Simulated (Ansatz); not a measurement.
System: Ru-vacancy pair (Ru on one host Rh site, one Rh site vacant) in fcc Rh (neutral cell). The step: Ru and the vacancy change places (Ru-vacancy distance between ideal sites 2.71 Å throughout); the atom moves 2.73 Å along (0.00, 0.50, 0.50) of the unit cell; the moving atom starts with neighbours 5 Rh at 2.68, 6 Rh at 2.70 Å and ends with 5 Rh at 2.68, 6 Rh at 2.70 Å. DFT values are from Ansatz (plane-wave PAW, 420 eV unless said) in a cell of 32 host sites, spin-restricted, static, with no finite-size correction. Forms of the defect that were not tried may lie lower. For the PBE band: the saddle point's order was not checked, and it lies on a symmetry element of the cell, where a band can be held.

```csv
Level,Forward barrier (eV),Cost of the band or of the saddle's single point
"CHGNet universal potential (has no charge state), its own band",0.90,-
"PBE, a 2×2×2 k-point mesh shifted by half a step, band relaxed",2.13,roughly 27 core-minutes
"PBE, a 4×4×4 k-point mesh shifted by half a step, same geometries",2.18,roughly 8 core-minutes
"r2SCAN at 500 eV, a 2×2×2 k-point mesh shifted by half a step, same geometries",…,about 4 core-minutes (a rough figure)
```

**Question.** Some entries are withheld; supply them.

**Answer.** 
- r2SCAN at 500 eV, a 2×2×2 k-point mesh shifted by half a step, same geometries, Forward barrier (eV): 2.07

Ansatz is an electronic-structure program.
